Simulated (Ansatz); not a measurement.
Take Te (space group P3_121, No. 152; a = 4.521 Å, c = 5.954 Å; made of chains) as the base.

All numbers come from PBE/PAW in Ansatz (a program for electronic structure), spin-orbit coupling left out.

For the base:

The volume per atom comes out as 35.13 Å³.

The change: a hydrostatic pressure of 9 GPa.

Task: What happens to the volume per atom?

Result: The volume per atom decreases by 6.83 Å³ (35.13 Å³ → 28.30 Å³).

The mesh was chosen for an insulator and is coarse for the gapless case. Load acts through the strain it causes; cell and atoms are relaxed under it. No phonon test of stability was made. Competing high-pressure phases were not computed. No dispersion term is included, though the crystal is made of layers, chains or molecules, so its spacings can come out too wide.
